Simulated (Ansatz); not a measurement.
## Worked example: self-consistent single point of Se (R-3, 6 atoms in the cell) in Ansatz

Method: LDA (PW92), default PAW files made with PBE (plane waves; Ansatz, a program for electronic structure).

The input file:

Ansatz 0.2 input:
```yaml
crystal:
  lattice:
    - [5.68100000, 3.27992700, 1.47633300]
    - [-5.68100000, 3.27992700, 1.47633300]
    - [0.00000000, -6.55985400, 1.47633300]
  atoms:
    - { symbol: Se, position_ang: [0.67121015, -4.56956150, 2.00980593] }
    - { symbol: Se, position_ang: [3.62175112, 2.86606581, 2.00980593] }
    - { symbol: Se, position_ang: [-4.29296127, 1.70349569, 2.00980593] }
    - { symbol: Se, position_ang: [-0.67121015, 4.56956150, 2.41919307] }
    - { symbol: Se, position_ang: [-3.62175112, -2.86606581, 2.41919307] }
    - { symbol: Se, position_ang: [4.29296127, -1.70349569, 2.41919307] }
basis:
  ecutwfc: 30.9 Ry
kpoints:
  mp_grid: { grid: [6, 6, 6] }
hamiltonian:
  xc: lda
  pseudopotentials: { kind: paw }
scf:
  occupations: { method: methfessel_paxton, width: 0.0147 Ry }
output:
  forces: true
  eigenvalues: true
  stress: true
```

The program printed (abridged):

```
WARN ansatz: RAYON_NUM_THREADS=1 ignored (pool sized by the plan → 1); use --threads N
Pseudopotentials: kind: paw
Pseudopotential: Se, paw, valence charge 16
Crystal: 6 atoms, lattice volume = 165.053 Å³
Basis set: ecut = 420.4159175005146 eV, 3197 PW (Γ)
Bands: 58, of which v1, the nominal top of the filled ones, is band 48 counted from 1 (47 counted from 0)
Symmetry: 6 space group operations
Space group: R-3 (ITA 148), of the structure as read, at distance tolerance 5.5e-5 Å
k-points: 40 of 216
PAW frozen core: Se, regenerated for the run's functional, and the local potential with it
Initial density: superposition of atomic densities (neutral atoms: chi_scale 0, normalization atom), corrected by the library's trained network
Initial wavefunctions: pseudopotential atomic-orbital guess
Eigensolver: davidson
Functional: x = slater, c = lda
SCF iter   1: F=—  HF=-32298.976584 eV  |F-HF|=—  |Δ(HF+E_count)|=         —  Δρ=4.86e-3  dr2=1.81e-2  ethr=1.77e-3  ⟨swp⟩=6.2  Hψ=9276  notcnv=0
all-band conjugate gradients solve this SCF's bands
preconditioner: auto → Resta (q_TF=auto, 2.493 Å⁻¹)
SCF iter   2: F=—  HF=-32298.973174 eV  |F-HF|=—  |Δ(HF+E_count)|=   3.41e-3  S|Δr|=    0.00e0  Δρ=2.67e-3  dr2=5.68e-3  ethr=1.88e-5  ⟨swp⟩=1.0  Hψ=2680  notcnv=0
SCF iter   3: F=—  HF=-32298.972784 eV  |F-HF|=—  |Δ(HF+E_count)|=   3.90e-4  S|Δr|=    0.00e0  Δρ=3.10e-4  dr2=2.22e-4  ethr=5.92e-6  ⟨swp⟩=2.5  Hψ=2687  notcnv=0
SCF iter   4: F=—  HF=-32298.972788 eV  |F-HF|=—  |Δ(HF+E_count)|=   3.87e-6  S|Δr|=    0.00e0  Δρ=1.10e-4  dr2=2.77e-5  ethr=2.31e-7  ⟨swp⟩=2.0  Hψ=4080  notcnv=0
SCF iter   5: F=—  HF=-32298.972755 eV  |F-HF|=—  |Δ(HF+E_count)|=   3.27e-5  S|Δr|=    0.00e0  Δρ=2.67e-5  dr2=2.06e-6  ethr=2.88e-8  ⟨swp⟩=2.0  Hψ=4080  notcnv=0
SCF iter   6: F=—  HF=-32298.972755 eV  |F-HF|=—  |Δ(HF+E_count)|=   2.63e-7  S|Δr|=    0.00e0  Δρ=8.87e-6  dr2=1.65e-7  ethr=2.15e-9  ⟨swp⟩=2.0  Hψ=4080  notcnv=0
SCF iter   7: F=-32298.972755 eV  HF=-32298.972755 eV  |F-HF|=4.19e-9  |Δ(HF+E_count)|=   7.40e-8  S|Δr|=    0.00e0  Δρ=1.83e-6  dr2=8.86e-9  ethr=1.04e-10  ⟨swp⟩=8.2  Hψ=9939  notcnv=0
SCF 1 converged in 7 iterations: F = -32298.972755 eV  dr2 = 8.86e-9
SCF converged after 7 iterations
Stability not checked (fill_not_monotonic)
Free energy (F): -32298.972755 eV
Harris-Foulkes:  -32298.972755 eV  (|F-HF|=4.19e-9)
Internal energy: -32298.972793 eV  (E = F + TS)
E sigma→0 (E₀):  -32298.972765 eV
Entropy (-TS):   0.000038 eV (0.006 meV/atom)
Fermi energy:    6.778288 eV
Step filling:    the computed levels leave a gap of 1.0654 eV = 5.3 smearing widths
--- Per-component energies (eV) ---
  E_band       = -2507.761501
  E_kinetic    = 707.256359
  E_local      = -15773.035497  (includes V_loc(G=0)·N_el)
  E_nonlocal   = -3526.980969
  E_hartree    = 7699.394005
  E_xc         = -617.665789
  E_vxc        = -585.790512  (∫ρ·V_xc dr)
  E_paw        = -10966.194233  (= ΣΔE_a)
  E_vpaw       = 1272.002718  (= ΣTr[D̂ρ^β])
  E_aug_tail   = -0.003673  (compensation charges beyond the density's cutoff)
  E_ewald      = -9835.047170
  E_core_change = 13.304174  (= ΣΔE_core)
  E_smearing   = 0.000038  (= −TS)
  E_closure    = -0.000000  (closes the sum)
  Σ components = -32298.972755   (vs F -32298.972755, Δ=0.00e0)
--- Forces (eV/Å), atoms counted from 1 ---
  atom   1  Se     0.12997955     0.21177083     0.09368296
  atom   2  Se    -0.24838869     0.00668018     0.09368296
  atom   3  Se     0.11840914    -0.21845101     0.09368296
  atom   4  Se    -0.12997955    -0.21177083    -0.09368296
  atom   5  Se     0.24838869    -0.00668018    -0.09368296
  atom   6  Se    -0.11840914     0.21845101    -0.09368296
  max |Σ_I F_I| component: 2.78e-17 eV/Å
--- Stress (GPa, compression-positive) ---
       -1.540721       0.000000      -0.000000
       -0.000000      -1.540721       0.000000
       -0.000000       0.000000      -0.960175
  P = ⅓ Tr σ = -1.3472 GPa (-13.472 kbar)
  The stress holds the Pulay correction. Without it, at fixed plane waves, as pw.x and ABINIT print it: P = -1.3745 GPa
--- Band table (eV; the first three rows and the last of 40) ---
  k-point 0: bands = ["-42.0422", "-42.0185", "-42.0185", "-41.9880", "-41.9869", "-41.9869", "-41.9694", "-41.9694", "-41.9661", "-41.9512", "-41.9512", "-41.9207", "-41.7836", "-41.7814", "-41.7814", "-41.7785", "-41.7785", "-41.7780", "-41.7390", [...]
  k-point 1: bands = ["-42.0423", "-42.0184", "-42.0183", "-41.9880", "-41.9869", "-41.9869", "-41.9695", "-41.9695", "-41.9661", "-41.9514", "-41.9513", "-41.9206", "-41.7836", "-41.7815", "-41.7814", "-41.7785", "-41.7785", "-41.7780", "-41.7390", [...]
  k-point 2: bands = ["-42.0425", "-42.0183", "-42.0180", "-41.9881", "-41.9870", "-41.9868", "-41.9695", "-41.9695", "-41.9660", "-41.9517", "-41.9513", "-41.9205", "-41.7836", "-41.7815", "-41.7814", "-41.7785", "-41.7785", "-41.7779", "-41.7389", [...]
  k-point 39: bands = ["-42.0423", "-42.0183", "-42.0183", "-41.9879", "-41.9871", "-41.9871", "-41.9694", "-41.9694", "-41.9660", "-41.9512", "-41.9512", "-41.9209", "-41.7834", "-41.7816", "-41.7816", "-41.7785", "-41.7785", "-41.7779", [...]
```

The run converged in 7 iterations.

The starting cell comes from a database of published, mostly measured structures (it also holds non-ambient and calculated ones), without a prior relaxation at this level. Ansatz's pressure includes its estimate of the finite-basis (Pulay) stress.
